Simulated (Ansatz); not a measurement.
**Zinc-blende KF (model structure)**

These are PBE0 in Ansatz (PAW) values and carry that method's errors.

Numerical settings: plane-wave cutoff 500 eV, 6×6×6 k mesh, gaussian smearing 0.02 eV, scalar-relativistic PAW data made under PBE.

Cell (relaxed with r²SCAN):

```cif
data_FK
_chemical_formula_sum 'K1 F1'
_space_group_name_H-M_alt 'P 1'
_space_group_IT_number 1
_cell_length_a 4.15404
_cell_length_b 4.15404
_cell_length_c 4.15404
_cell_angle_alpha 60.000
_cell_angle_beta 60.000
_cell_angle_gamma 60.000
loop_
_space_group_symop_operation_xyz
  'x, y, z'
loop_
_atom_site_label
_atom_site_type_symbol
_atom_site_fract_x
_atom_site_fract_y
_atom_site_fract_z
_atom_site_occupancy
K1 K 0.00000 0.00000 0.00000 1
F1 F 0.25000 0.25000 0.25000 1
```

- band gap = 7.81 eV (on the SCF k mesh)

Note: the relaxation could raise the start's symmetry but not lower it, so the cell can be a saddle point; cell and atoms aren't relaxed at this level (pressure 0.4 GPa).

Static lattice: no zero-point or thermal effects.

A model structure was made by putting elements into a prototype or built by hand; it is no filed structure, need not be a known phase, and can be a saddle point held by its symmetry.

Ansatz is an electronic-structure program.
